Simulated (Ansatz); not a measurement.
Ansatz (a quantum-chemistry and plane-wave program) run on Pt₃Pb (P4mm, 4 atoms in the cell): self-consistent single point.

Method: LDA (PW92), default PAW files made with PBE (plane waves; Ansatz).

The change in words: lattice scaled by 0.98; basis.ecutwfc: 420 eV → 335 eV. Reference geometry:
```
CELL_PARAMETERS angstrom
      4.12023     0.00000     0.00000
      0.00000     4.12023     0.00000
      0.00000     0.00000     4.12023
ATOMIC_POSITIONS crystal
  Pt 0.50000 0.00000 0.50000
  Pt 0.01213 0.50000 0.50000
  Pt 0.50000 0.50000 0.00000
  Pb 0.00000 0.00000 0.00000
```

Reference input (self-consistent single point, DFT, LDA (PW92), plane waves, default PAW files made with PBE): basis.ecutwfc = 420 eV; kpoints.mp_grid.grid = 7 7 7; hamiltonian.xc = lda; hamiltonian.pseudopotentials = {kind: paw} (the program's default PAW files); scf.occupations.method = fermi_dirac; scf.occupations.width = 0.1 eV. This run's input differs from it in these lines:

Ansatz 0.2 input:
```diff
@@ -2,5 +2,5 @@
   lattice:
-    - [4.120229, 0.000000, 0.000000]
-    - [0.000000, 4.120229, 0.000000]
-    - [0.000000, 0.000000, 4.120229]
+    - [4.037824, 0.000000, 0.000000]
+    - [0.000000, 4.037824, 0.000000]
+    - [0.000000, 0.000000, 4.037824]
   atoms:
@@ -11,3 +11,3 @@
 basis:
-  ecutwfc: 420.0
+  ecutwfc: 335.0
 kpoints:
```

Log, with long lists cut:

```
SCF iter   1: F=—  HF=-48337.585129 eV  |F-HF|=—  |Δ(HF+E_count)|=         —  Δρ=6.11e-3  dr2=7.50e-3  ethr=1.77e-3  ⟨swp⟩=6.7  Hψ=6364  notcnv=0  defer=1
all-band conjugate gradients solve this SCF's bands
preconditioner: auto → Kerker (q_TF=auto, 2.743 Å⁻¹)
SCF iter   2: F=—  HF=-48337.584222 eV  |F-HF|=—  |Δ(HF+E_count)|=   9.06e-4  Δρ=3.23e-3  dr2=1.98e-3  ethr=1.10e-5  ⟨swp⟩=2.3  Hψ=2748  notcnv=0  defer=3
SCF iter   3: F=—  HF=-48337.583699 eV  |F-HF|=—  |Δ(HF+E_count)|=   5.23e-4  Δρ=2.59e-4  dr2=1.80e-5  ethr=2.91e-6  ⟨swp⟩=2.8  Hψ=2604  notcnv=0  defer=3
SCF iter   4: F=—  HF=-48337.583707 eV  |F-HF|=—  |Δ(HF+E_count)|=   7.43e-6  Δρ=5.04e-5  dr2=1.14e-6  ethr=2.64e-8  ⟨swp⟩=2.1  Hψ=2512  notcnv=0  defer=3
SCF iter   5: F=—  HF=-48337.583707 eV  |F-HF|=—  |Δ(HF+E_count)|=   1.03e-7  Δρ=1.06e-5  dr2=1.43e-7  ethr=1.68e-9  ⟨swp⟩=2.5  Hψ=2477  notcnv=0  defer=3
SCF iter   6: F=-48337.583707 eV  HF=-48337.583707 eV  |F-HF|=1.08e-8  |Δ(HF+E_count)|=   3.62e-8  Δρ=3.51e-6  dr2=1.44e-8  ethr=1.47e-10  ⟨swp⟩=7.1  Hψ=6573  notcnv=0
SCF 1 converged in 6 iterations: F = -48337.583707 eV  dr2 = 1.44e-8
Free energy (F): -48337.583707 eV
Internal energy: -48337.551911 eV  (E = F + TS)
E sigma→0 (E₀):  -48337.567809 eV
Entropy (-TS):   -0.031795 eV (-7.949 meV/atom)
Fermi energy:    21.333872 eV
--- Forces (eV/Å), atoms counted from 1 ---
  atom   1  Pt     0.23833627     0.00000000     0.00000000
  atom   2  Pt    -0.37808039    -0.00000000     0.00000000
  atom   3  Pt     0.23833627     0.00000000     0.00000000
  atom   4  Pb    -0.09859592    -0.00000000     0.00000000
--- Stress (GPa, compression-positive) ---
        0.333804       0.000000       0.000000
        0.000000       0.251643       0.000000
        0.000000       0.000000       0.251643
  P = ⅓ Tr σ = 0.2790 GPa (2.790 kbar)
  The stress holds the Pulay correction. Without it, at fixed plane waves, as pw.x and ABINIT print it: P = -1.9516 GPa
```

The run converged in 6 iterations. Against the reference run the free energy falls by 19.2 meV/atom, the pressure goes from -10.95 to 0.28 GPa and the largest force goes from 0.248 to 0.378 eV/Å.

The starting cell comes from a database of computed structures (which also holds hypothetical and non-ambient phases and stackings), without a prior relaxation at this level. Its lattice was rescaled by up to half a per cent. One atom was moved a little off its site on purpose. For this run, on top of that: lattice scaled by 0.98. Spin polarisation is off. Ansatz's pressure includes its estimate of the finite-basis (Pulay) stress. Without the estimate this run gives -1.95 GPa. The cutoff lies below the one recommended for these files.
